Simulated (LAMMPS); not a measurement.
Surface tension of liquid Co over temperature.

Model: classical MD, pair style meam, file MoCoNiVFeAlCr_2nn.meam; code LAMMPS.

```json
[
 {"T (K)": "1770", "surface tension": "1.41 ± 0.02 N/m", "excess energy": "1.9 J/m²"},
 {"T (K)": "2030", "surface tension": "1.31 ± 0.04 N/m", "excess energy": "1.9 J/m²"},
 {"T (K)": "2390", "surface tension": "1.16 ± 0.03 N/m", "excess energy": "1.8 J/m²"}
]
```

The ± values are statistical; the model's systematic error is not in them.
